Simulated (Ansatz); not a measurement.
Take NaF in the rock salt structure (space group Fm-3m, No. 225; a = 4.6293 Å) as the base.

The values are results of PBEsol, PAW, 420 eV (Ansatz, a quantum-chemistry and plane-wave program; without spin-orbit coupling), not measurements.

For the base:

The lattice parameter a is 4.629 Å and the band gap is 6.20 eV.

It is then changed as follows: full substitution Na → H, then cell and atoms are relaxed.

Tabulated Pauling electronegativity and covalent radius: Na 0.93, 1.66 Å; H 2.20, 0.31 Å.

Q: Predict the new lattice parameter a and band gap.

A: The lattice parameter a decreases by 1.190 Å, from 4.629 Å to 3.439 Å; the band gap shrinks by 3.08 eV to 3.12 eV.

Whether these cells are dynamically stable was not tested. As relaxed here, HF is a hypothetical phase, not in the database extracts checked.
